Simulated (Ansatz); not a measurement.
Base system: WC (space group P-6m2, No. 187; a = 2.912 Å, c = 2.836 Å).

The values are results of r2SCAN (Ansatz, a first-principles code; PAW; 500 eV plane waves; no SOC), not measurements.

Before the change:

```
Item                   Value
-------------------  -------
Lattice parameter a  2.912 Å
```

Now apply this change: hydrostatic tension (pressure −2 GPa).

What does the calculation give for the lattice parameter a after the change?

The lattice parameter a rises by 0.005 Å to 2.917 Å.

Load acts through the strain it causes; cell and atoms are relaxed under it. No phonon test of stability was made. All final runs are without spin polarisation.
